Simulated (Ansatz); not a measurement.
Hypothetical fluorite YbSi2, element substitutions

The parent structure is YbSi₂ in the fluorite structure (space group Fm-3m, No. 225; a = 6.457 Å; a hypothetical phase, not in the database extracts checked).

Each row replaces one element on all its sites; cell and atoms are relaxed.

Levels (all Ansatz, a program for electronic structure, PAW, earlier PAW set): PBE (420 eV, no SOC); PBEsol (420 eV, no spin-orbit coupling).

The base cell above is that of PBE; each level relaxes its own structures.

```json
[
 {"case": "Yb → Sm", "volume per atom, PBE": "24.28 Å³", "volume per atom, PBEsol": "22.93 Å³"},
 {"case": "Si → Pb", "volume per atom, PBE": "34.07 Å³", "volume per atom, PBEsol": "31.79 Å³"},
 {"case": "Si → C", "volume per atom, PBE": "13.32 Å³", "volume per atom, PBEsol": "12.67 Å³"},
 {"case": "Yb → Sc", "volume per atom, PBE": "20.15 Å³", "volume per atom, PBEsol": "19.41 Å³"}
]
```

PBE lies above PBEsol in every row, by 0.66 Å³ to 2.28 Å³. They put the cases in the same order.

The magnetic state is the one reached from the starting moments; the real material's order can differ, and small cells can't hold many antiferromagnetic ones. The 4f electrons are in the valence with no U and their state was not checked, so volumes and moments can be off. No phonon test of stability was made. As relaxed here, SmSi2, YbPb2, YbC2 and ScSi2 are hypothetical phases, not in the database extracts checked. Starting moments died away, wholly or in part, for the base, Si → Pb and Si → C; another magnetic solution may exist. Spin-polarised in the final run: PBE SmSi2 and PBEsol SmSi2; the other runs are not. An odd electron count without spin: ScSi2.
